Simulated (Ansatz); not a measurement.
# Zr: stress against strain

Zr (hcp, P6_3/mmc, 21.795 Å³/atom at rest, c along z) under a strain ε along c (axis z), the other axes held. LDA in Ansatz, a plane-wave DFT program (PAW, default set), 420 eV, 21×21×12 Γ-centred mesh, Fermi-Dirac smearing 0.10 eV; ions are relaxed within the symmetry of each cell. Stress is positive for a compressed cell.

Here s stands for strain and y for stress zz.

| strain (%) | stress zz (GPa) |
|---|---|
| -3.00 | ? |
| -1.50 | 2.75 |
| -1.00 | 1.81 |
| -0.50 | 0.89 |
| 0.00 | 0.00 |
| 0.50 | -0.86 |
| 1.00 | -1.69 |
| 1.50 | -2.50 |

Taking a straight line for y over the 7 complete rows: Means: s 0, y 0.057. About the means, the sum of products is -12.250 and the sum of squares of s is 7.0000; the slope is their ratio. Least squares gives y = 0.057 - 1.7500·s. Residuals (row less fit): 0.068, 0.003, -0.042, -0.057, -0.042, 0.003, 0.068; standard error 0.057 (degrees of freedom: 5). The slope gives the elastic constant C33 = 175 ± 2 GPa.

Estimate the missing y (s = -3.00); what did the run itself give?

y = 0.057 - 1.7500 × (-3.0) = 5.307 GPa. The calculation gives 5.75 GPa, 0.443 GPa above the prediction (5.4 % of the range of y in the table). The row lies outside the fitted rows, so this is an extrapolation. From the scatter of the fitted rows alone, a prediction at this place has a standard error of 0.088 GPa, so the miss is 5.0 times that.

One order more, fitted to all 13 runs of the series, follows each within 0.01, so the miss is the next term of a smooth law. In a metal these values are sensitive to mesh and smearing; energies are taken to zero smearing, stresses follow the free energy. Rows are the converged runs of the series near zero and its far end; series whose fitted rows scatter by over a few per cent of the range, as at a crossing or softening among them, aren't shown in this form. Most that stay on the fit to the last digits aren't either.
